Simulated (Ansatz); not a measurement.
Results of PBE0 (Ansatz, a quantum-chemistry and plane-wave program, PAW) for cubic perovskite BaHfO3.

Settings: plane-wave cutoff 460 eV, 6×6×6 k mesh, Fermi–Dirac smearing 0.01 eV, scalar-relativistic PAW data made under PBE.

Response to compression and expansion:

```json
[
 {"V (Å³/atom)": "13.823", "P (GPa)": "9.84", "direct gap at Γ (eV)": "6.127", "smallest gap on the k mesh (eV)": "6.052"},
 {"V (Å³/atom)": "14.187", "P (GPa)": "4.61", "direct gap at Γ (eV)": "6.112", "smallest gap on the k mesh (eV)": "5.995"},
 {"V (Å³/atom)": "14.586", "P (GPa)": "-0.37", "direct gap at Γ (eV)": "6.087", "smallest gap on the k mesh (eV)": "5.932"},
 {"V (Å³/atom)": "14.915", "P (GPa)": "-3.96", "direct gap at Γ (eV)": "6.062", "smallest gap on the k mesh (eV)": "5.879"},
 {"V (Å³/atom)": "15.278", "P (GPa)": "-7.46", "direct gap at Γ (eV)": "6.028", "smallest gap on the k mesh (eV)": "5.819"}
]
```

The fundamental gap (5.94 eV at the equilibrium volume, on the SCF mesh) lies elsewhere than Γ–Γ.

Spin–orbit coupling is not included.
